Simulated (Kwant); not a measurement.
Device: wire with a side stub in a Si two-dimensional gas. Effective mass 0.19 mₑ, grid spacing 7.5 nm, hard walls, nominal width 150 nm (19 grid rows, so walls 150 nm apart), one parabolic valley, scattering region 450 nm long along x; energies count from the band bottom; Fermi energy swept from 7.0368e-05 to 0.00083562 eV. Closed stub on one side, 180 nm wide and 210 nm deep.

Constants are typed, rounded textbook-type inputs, not results; the design itself was drawn at random and stands for no fabricated device.

Model: effective-mass tight-binding model on a square grid, one spin, coherent transport at 0 K (Kwant). Conductance is in e²/h.

Problem. How many channels do the leads carry at E = 0.726 meV?

Solution. The hard-wall thresholds are n² ħ²π²/(2mW²) = n² × 0.0880 meV with W = 150 nm. √(0.726/0.0880) = 2.87, so 2.
